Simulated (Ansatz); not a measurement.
**Na under a change: Na → Li**

The reference is Na in the bcc (W type) structure (space group Im-3m, No. 229; a = 4.2220 Å).

The change: Li takes the place of Na on all its sites, then cell and atoms are relaxed.

Computed with r2SCAN (Ansatz, a quantum-chemistry and plane-wave program), no spin-orbit coupling. k-mesh 19×19×19 (Γ-centred); smearing 0.05 eV (Fermi–Dirac), for the changed cell.

```json
[
 {"quantity": "volume per atom", "base": "37.63 Å³", "changed": "21.03 Å³", "shift": "-16.60 Å³"},
 {"quantity": "density", "base": "1.01 g/cm³", "changed": "0.55 g/cm³", "shift": "-0.466 g/cm³"},
 {"quantity": "lattice parameter a", "base": "4.222 Å", "changed": "3.477 Å", "shift": "-0.745 Å"},
 {"quantity": "space group", "base": "Im-3m (No. 229)", "changed": "Im-3m (No. 229)", "shift": "–"},
 {"quantity": "shortest interatomic distance", "base": "3.656 Å", "changed": "3.012 Å", "shift": "-0.6448 Å"},
 {"quantity": "band gap", "base": "zero", "changed": "zero", "shift": "–"}
]
```

Cost of the whole job for the changed cell (relaxation, final SCF and bands): around 30 core-seconds (rough).

No phonon test of stability was made.
